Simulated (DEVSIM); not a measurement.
# Schottky contact on n-type Ge

System: Schottky contact on n-type Ge, at 300 K.

```tsv
layer (left to right)	material	thickness (μm)	Nd (cm⁻³)	τn (s)	τp (s)
1	Ge	0.590	2e15	0.00019	0.00019
2	Ge	7.30	2.2e17	0.00019	0.00019
```

Left contact: Schottky, work function 4.36 eV, emission velocity 3.2e6 cm/s. Right contact: ohmic. Voltage is applied to the left contact. Recombination: SRH at mid-gap, radiative. Mobility is constant in doping.

The device is made up for the run: typed textbook-type constants, with dimensions and the other settings drawn at random. Values at 300 K.

```csv
parameter,Ge
gap (eV),0.664
affinity (eV),4
permittivity,16
Nc (cm⁻³),1.04e19
Nv (cm⁻³),6e18
μn (cm²/Vs),3900
μp (cm²/Vs),1900
B (cm³/s),6.4e-14
```

Model (solved in DEVSIM): 1D drift-diffusion, Boltzmann statistics, complete ionisation; no tunnelling, impact ionisation, image-force lowering or self-heating. Metal contacts follow the ideal Schottky-Mott rule: no Fermi-level pinning, no interface dipoles.

The potential step across the device at zero bias is 0.260 V and the dark forward voltage at 100 A/cm² comes out as 0.089 V.

Dark reverse current:

```tsv
V (V)	J (A/cm²)
-0.20	-4.5
-0.50	-4.6
-1.00	-4.6
-1.50	-4.7
-2.00	-4.7
-3.00	-4.7
-4.00	-4.7
```

Small-signal capacitance in reverse bias (quasi-static):

| V (V) | C (nF/cm²) |
|---|---|
| -0.2 | 30.9 |
| -0.5 | 26.2 |
| -1 | 24.5 |
| -1.5 | 23.9 |
| -2 | 23.6 |
| -3 | 23.3 |
| -4 | 23.0 |
